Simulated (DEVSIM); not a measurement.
System: abrupt InP p-n junction, at 350 K.

Layer 1 from the left is InP, thickness (μm) 3.30, Na (cm⁻³) 5.2e16, τn (s) 4.4e-8, τp (s) 4.4e-8. Layer 2 from the left is InP, thickness (μm) 3.30, Nd (cm⁻³) 2.5e16, τn (s) 4.4e-8, τp (s) 4.4e-8.

Left contact: ohmic. Right contact: ohmic. Voltage is applied to the left contact. Recombination: SRH at mid-gap, radiative, Auger. Mobility is constant in doping.

Constants are typed, rounded textbook-type inputs, not results; the design itself was drawn at random and stands for no fabricated device. Values at 300 K; Nc and Nv go as T^1.5, mobilities as T to minus their exponent, the gap by Varshni's rule with the affinity fixed.

InP: gap (eV) 1.344, affinity (eV) 4.38, permittivity 12.5, Nc (cm⁻³) 5.7e17, Nv (cm⁻³) 1.1e19, μn (cm²/Vs) 5200, μp (cm²/Vs) 170, T exponent of μn 2, T exponent of μp 2, B (cm³/s) 1.2e-10, Cn (cm⁶/s) 9e-31, Cp (cm⁶/s) 9e-31, Varshni α (eV/K) 0.000363, Varshni β (K) 162.

Task: Estimate by hand the built-in potential, the peak field at zero bias, the capacitance at -1.5 V, and compare with a numerical solution.

Result: 
- Built-in potential: ni = √(Nc Nv) exp(−Eg/2kT) = 8.69e8 cm⁻³ with Eg = 1.328 eV; Vbi = kT/q ln(Na Nd/ni²) = 1.058 V; numerical 1.058 V.
- Peak field at zero bias: depletion approximation: W = √(2εVbi/(qN)) = 0.294 μm with N = 1.69e16 cm⁻³; field = 2Vbi/W = 71900 V/cm; numerical 69800 V/cm (estimate above by 3.0 %).
- Capacitance at -1.5 V: C = √(qεN / 2(Vbi + |V|)) = 24.2 nF/cm²; numerical 24.5 nF/cm² (estimate below by 1.2 %).

Simulated with DEVSIM: 1D drift-diffusion, Boltzmann statistics, complete ionisation; no tunnelling, impact ionisation, image-force lowering or self-heating.
